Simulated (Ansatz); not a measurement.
Functionals compared on a constructed model of the (111) surface of fcc Ir, a pseudomorphic layer of Ni in the host's stacking (bottom of the slab: a bare face, its two planes held), in Ansatz (plane waves, PAW). The structure was relaxed with PBE; the other rows are single points on it. Cutoff 420 eV.

Slab: 7 atoms, 13.4 Å thick at the start with caps and adatoms (thin: gaps and levels are the slab's own); k 16x16x1, smearing 0.1 eV, dipole-corrected; 2 atoms held, the rest relaxed; held to the start's symmetry, so lower structures may exist; spin-polarised, ending with about 0.6 μB a cell; orders that need a larger cell were not tried, no spin-orbit, no U. In PBE it is, or lies within 0.01 eV a 1x1 cell of, the lowest of the 2 structures of its composition computed so far; subsurface sites and larger cells were not tried. These notes are the PBE run's.

```csv
functional,work function of the top face (eV),magnetic moment of the cell (μB),rough cost of the single point
PBE,4.82,0.60,–
RPBE,4.64,0.64,very roughly 90 core-seconds
```

Ansatz is a program for electronic structure.
